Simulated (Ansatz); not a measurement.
Consider Si in the diamond structure (space group Fd-3m, No. 227; a = 5.4443 Å).

It is then changed as follows: Ge takes the place of Si on all its sites, then cell and atoms are relaxed.

Levels (all Ansatz, a program for electronic structure, PAW): r2SCAN (500 eV, no spin-orbit coupling); HSE06 (420 eV, scalar-relativistic without spin-orbit coupling).

The geometry is relaxed with r2SCAN.

| Property | Result |
|---|---|
| r2SCAN band gap | 0.36 eV |

With HSE06 at the same geometry, the band gap increases by 0.417 eV to 0.77 eV.

Single points use the geometry relaxed with r2SCAN. No phonon test of stability was made.
